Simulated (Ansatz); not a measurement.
The reference is Zr in the hcp (Mg type) structure (space group P6_3/mmc, No. 194; relaxed with 0.1 eV smearing).

```
Zr
1.0
    3.24432     0.00000     0.00000
   -1.62216     2.80966     0.00000
    0.00000     0.00000     5.15800
Zr
2
Direct
  0.66667   0.33333   0.75000
  0.33333   0.66667   0.25000
```

Cartesian axes are those of the cell as printed.

Method: r2SCAN (Ansatz, an electronic-structure program; PAW; 500 eV plane waves; scalar-relativistic without spin-orbit coupling).

One thing is altered: compressive biaxial strain of 1.50 % in the plane normal to [001], as in epitaxy on a mismatched substrate; the out-of-plane cell vector and the atoms relax.

### Question
What does the calculation give for the in-plane stress after the change?

### Answer
The mean in-plane stress (compression positive) is +2.6 GPa.

### Question
How does this affect the out-of-plane strain?

### Answer
The out-of-plane strain comes out as +1.18 %.

Whether these cells are dynamically stable was not tested. All final runs are without spin polarisation.
